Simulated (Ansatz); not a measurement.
InP: response to strain

The reference is InP in the zinc blende structure (space group F-43m, No. 216; a = 5.9070 Å). Axes: x, y, z lie along the cube axes.

Strains are applied to the cell and any free atomic positions relax; under biaxial strain the out-of-plane vector relaxes too.

Computed with Kohn–Sham DFT with the r2SCAN functional, run in Ansatz (a program for electronic structure) with PAW and 500 eV plane waves, scalar-relativistic without spin-orbit coupling.

| biaxial strain, plane normal [111], relaxed out of plane (%) | out-of-plane strain (%) |
|---|---|
| -2.5 | 1.51 |
| -2.08 | 1.25 |
| -1.67 | ? |
| -1.25 | 0.74 |
| -0.83 | 0.48 |
| -0.42 | 0.24 |
| 0 | 0.00 |

Q: Fit ε⊥ = −νε + γε² (strains in %) to the rows shown and predict the withheld row.

A: Least squares on the printed values gives ν = 0.57 (the biaxial Poisson response) and γ = 0.013 (largest residual 0.00 %); this predicts 0.99 %, and the run gives 0.99 %, in agreement.

Whether these cells are dynamically stable was not tested.
